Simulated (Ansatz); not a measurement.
## MgO: pressure series

Base system: MgO (space group P3m1, No. 156; a = 3.2653 Å, c = 15.5094 Å; a cell from a computed database, its experimental status unchecked).

Cell and atoms are relaxed at each pressure.

The values are results of Kohn–Sham DFT with the PBEsol functional, run in Ansatz (a first-principles code) with PAW and 420 eV plane waves, without spin-orbit coupling, not measurements.

Notes on the quantities. enthalpy: H = E + PV relative to the base's energy.

```tsv
case	c/a ratio	lattice parameter a	band gap	width of the top valence band	enthalpy
base	4.750	3.265 Å	3.43 eV	0.40 eV	–
pressure −2 GPa	4.759	?	3.35 eV	0.39 eV	-0.15 eV/atom
pressure −1 GPa	4.754	3.274 Å	3.39 eV	0.40 eV	-0.07 eV/atom
pressure 0.3 GPa	4.749	3.263 Å	3.45 eV	0.40 eV	+0.02 eV/atom
pressure 0.7 GPa	4.747	3.260 Å	3.46 eV	0.40 eV	+0.05 eV/atom
pressure 1.5 GPa	4.743	3.253 Å	3.49 eV	0.40 eV	+0.11 eV/atom
pressure 3 GPa	4.734	3.243 Å	3.55 eV	0.41 eV	+0.22 eV/atom
pressure 7.5 GPa	4.705	3.214 Å	3.70 eV	0.42 eV	+0.54 eV/atom
pressure 10 GPa	?	3.201 Å	?	0.43 eV	+0.72 eV/atom
```

Question: Fill in the withheld entries from the trend.

Answer: 
- pressure −2 GPa, lattice parameter a: 3.282 Å
- pressure 10 GPa, c/a ratio: 4.683
- pressure 10 GPa, band gap: 3.78 eV

Load acts through the strain it causes; cell and atoms are relaxed under it. Whether these cells are dynamically stable was not tested. Competing high-pressure phases were not computed. The base started in Cm and relaxed to P3m1 at this level. This is not the structure that MgO has at room temperature and ambient pressure.
